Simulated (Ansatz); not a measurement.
Hypothetical zinc blende YP: pressure series

The parent structure is YP in the zinc blende structure (space group F-43m, No. 216; a = 6.289 Å; a hypothetical phase, not in the database extracts checked).

Cell and atoms are relaxed at each pressure.

Method: r2SCAN, PAW, 500 eV (Ansatz, a program for electronic structure; no SOC).

| variant | band gap | density | gap character |
|---|---|---|---|
| base | 1.94 eV | 3.20 g/cm³ | direct at X |
| pressure −2 GPa | 1.97 eV | 3.09 g/cm³ | direct at X |
| pressure −1 GPa | 1.95 eV | 3.15 g/cm³ | direct at X |
| pressure 0.9 GPa | 1.92 eV | 3.25 g/cm³ | direct at X |
| pressure 2.1 GPa | (withheld) | (withheld) | direct at X |
| pressure 4.5 GPa | 1.86 eV | 3.42 g/cm³ | direct at X |
| pressure 9 GPa | 1.79 eV | 3.62 g/cm³ | direct at X |
| pressure 15 GPa | 1.68 eV | 3.84 g/cm³ | – |
| pressure 22.5 GPa | 1.52 eV | 4.09 g/cm³ | direct at W |
| pressure 30 GPa | 1.35 eV | 4.32 g/cm³ | direct at W |

Question: Fill in the withheld entries from the trend.

Answer: 
- pressure 2.1 GPa, band gap: 1.90 eV
- pressure 2.1 GPa, density: 3.31 g/cm³

Load acts through the strain it causes; cell and atoms are relaxed under it. No phonon test of stability was made. Competing high-pressure phases were not computed.
